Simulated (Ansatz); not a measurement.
Consider MgB$_{2}$ (space group I4/mmm, No. 139; a = 2.664 Å, c = 8.354 Å; a hypothetical phase, not in the database extracts checked; relaxed with 0.1 eV smearing). Axes: x, y, z lie along a, b, c of the conventional cell.

Computed with PBEsol in Ansatz (plane waves to 420 eV, PAW, spin-orbit coupling left out).

Modification: the cell is stretched by 3.72 % along z with no lateral relaxation; the atoms relax in the strained cell.

**Question.** Predict the stress tensor and what it implies for the stiffness.

**Answer.** Stress of the strained cell less that of the base (GPa, compression positive):
```
   -1.7     0.0     0.0
    0.0    -1.7     0.0
    0.0     0.0    -7.8
```

Then −Δσ_ii/ε with ε = 0.0372 gives secant stiffness values (nonlinear terms included at this strain): C33 ≈ 211 GPa, C13 ≈ 44 GPa and C23 ≈ 44 GPa.

As a check, the harmonic strain energy −½ V₀ Δσ:ε is 9.0 meV/atom; the computed energy rise is 9.5 meV/atom.

No phonon test of stability was made. The final runs are not spin-polarised.

Ansatz is a quantum-chemistry and plane-wave program.
